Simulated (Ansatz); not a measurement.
Input and output of a self-consistent single point for SiMo₃ (Pm-3n, 8 atoms in the cell) (Ansatz, a quantum-chemistry and plane-wave program).

Level of theory: PBE, PAW files (plane waves; Ansatz).

The change in words: lattice scaled by 0.98. Reference geometry:
```
CELL_PARAMETERS angstrom
      4.88970     0.00000     0.00000
      0.00000     4.88970     0.00000
      0.00000     0.00000     4.88970
ATOMIC_POSITIONS crystal
  Si 0.50000 0.50000 0.50000
  Si 0.00000 0.00000 0.00000
  Mo 0.00000 0.50000 0.25000
  Mo 0.00000 0.50000 0.75000
  Mo 0.25000 0.00000 0.50000
  Mo 0.75000 0.00000 0.50000
  Mo 0.50000 0.25000 0.00000
  Mo 0.50000 0.75000 0.00000
```

Reference input (self-consistent single point, DFT, PBE, plane waves, PAW files): basis.ecutwfc = 30.9 Ry; kpoints.mp_grid.grid = 5 5 5; hamiltonian.xc = pbe; hamiltonian.pseudopotentials = {kind: paw} (the program's default PAW files); scf.occupations.method = fermi_dirac; scf.occupations.width = 0.01 Ry. This run's input differs from it in these lines:

```diff
@@ -3,5 +3,5 @@
   lattice:
-    - [4.889700, 0.000000, 0.000000]
-    - [0.000000, 4.889700, 0.000000]
-    - [0.000000, 0.000000, 4.889700]
+    - [4.791906, 0.000000, 0.000000]
+    - [0.000000, 4.791906, 0.000000]
+    - [0.000000, 0.000000, 4.791906]
   atoms:
```

Log, with long lists cut:

```
SCF iter   1: F=—  HF=-31014.148521 eV  |F-HF|=—  |Δ(HF+E_count)|=         —  Δρ=9.80e-2  dr2=1.23e1  ethr=3.10e-3  ⟨swp⟩=5.7  Hψ=2022  notcnv=0
all-band conjugate gradients solve this SCF's bands
preconditioner: auto → Kerker (q_TF=auto, 2.648 Å⁻¹)
SCF iter   2: F=—  HF=-31011.120025 eV  |F-HF|=—  |Δ(HF+E_count)|=    3.03e0  Δρ=5.21e-2  dr2=3.16e0  ethr=3.10e-3  ⟨swp⟩=3.5  Hψ=1203  notcnv=0
SCF iter   3: F=—  HF=-31010.217002 eV  |F-HF|=—  |Δ(HF+E_count)|=   9.03e-1  Δρ=7.82e-3  dr2=2.89e-2  ethr=3.10e-3  ⟨swp⟩=3.3  Hψ=1087  notcnv=0
SCF iter   4: F=—  HF=-31010.219432 eV  |F-HF|=—  |Δ(HF+E_count)|=   2.43e-3  Δρ=1.13e-3  dr2=1.24e-3  ethr=3.14e-5  ⟨swp⟩=2.4  Hψ=1055  notcnv=0
SCF iter   5: F=—  HF=-31010.219190 eV  |F-HF|=—  |Δ(HF+E_count)|=   2.41e-4  Δρ=1.84e-4  dr2=3.39e-5  ethr=1.35e-6  ⟨swp⟩=2.1  Hψ=964  notcnv=0
SCF iter   6: F=—  HF=-31010.219253 eV  |F-HF|=—  |Δ(HF+E_count)|=   6.26e-5  Δρ=2.17e-5  dr2=4.13e-7  ethr=3.69e-8  ⟨swp⟩=2.0  Hψ=795  notcnv=0
SCF iter   7: F=-31010.219253 eV  HF=-31010.219253 eV  |F-HF|=4.10e-9  |Δ(HF+E_count)|=   1.14e-7  Δρ=3.48e-6  dr2=9.36e-9  ethr=1.09e-10  ⟨swp⟩=6.0  Hψ=2189  notcnv=0
SCF 1 converged in 7 iterations: F = -31010.219253 eV  dr2 = 9.36e-9
Free energy (F): -31010.219253 eV
Internal energy: -31010.030058 eV  (E = F + TS)
E sigma→0 (E₀):  -31010.124656 eV
Entropy (-TS):   -0.189194 eV (-23.649 meV/atom)
Fermi energy:    21.130360 eV
--- Forces (eV/Å), atoms counted from 1 ---
  atom   1  Si    -0.00000000     0.00000000    -0.00000000
   [... zero for the other atoms too ...]
--- Stress (GPa, compression-positive) ---
       20.024720       0.000000       0.000000
        0.000000      20.024720       0.000000
        0.000000       0.000000      20.024720
  P = ⅓ Tr σ = 20.0247 GPa (200.247 kbar)
  The stress holds the Pulay correction. Without it, at fixed plane waves, as pw.x and ABINIT print it: P = 19.9835 GPa
```

The run converged in 7 iterations. Against the reference run the free energy goes up by 57.3 meV/atom and the pressure goes from 2.25 to 20.02 GPa.

The starting cell comes from a database of computed structures (which also holds hypothetical and non-ambient phases and stackings), without a prior relaxation at this level. For this run, on top of that: lattice scaled by 0.98. Spin polarisation is off. With a pressure of about 20 GPa the cell is away from its equilibrium volume at this level. Ansatz's pressure includes its estimate of the finite-basis (Pulay) stress.

Keys are those of Ansatz 0.2.
